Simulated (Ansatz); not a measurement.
Where the default PAW files enter, the runs use the earlier of Ansatz's two default sets.

The decay constant κ of evanescent states in the gap governs leakage through a thin film.

Given:

```
CELL_PARAMETERS angstrom
      2.95921     0.00000     0.00000
      0.00000     6.50516     0.00000
      0.00000     3.25258     3.25258
ATOMIC_POSITIONS crystal
  Ti 0.00000 0.50000 0.00000
  Ti 0.50000 0.00000 0.00000
  O  0.50000 0.30432 0.39136
  O  0.50000 0.69568 0.60864
  O  0.00000 0.19568 0.00000
  O  0.00000 0.80432 0.00000
```

Space group of this cell: P4_2/mnm, rutile. The cell is taken as given; by PBEsol its mean pressure is -2.7 GPa.

Transport runs along the normal of the first two printed cell vectors, the (110) plane of the conventional cell.

No gap correction and no spin-orbit coupling; mid-gap values are interpolated between computed energies.

**Question.** Estimate the band gap and the smallest decay constant κ at mid-gap that PBEsol run with Ansatz (a quantum-chemistry and plane-wave program) returns for this system.

**Answer.** Gap 1.83 eV on a 10×10×10 mesh; κ = 0.224 1/Å, at the zone centre.
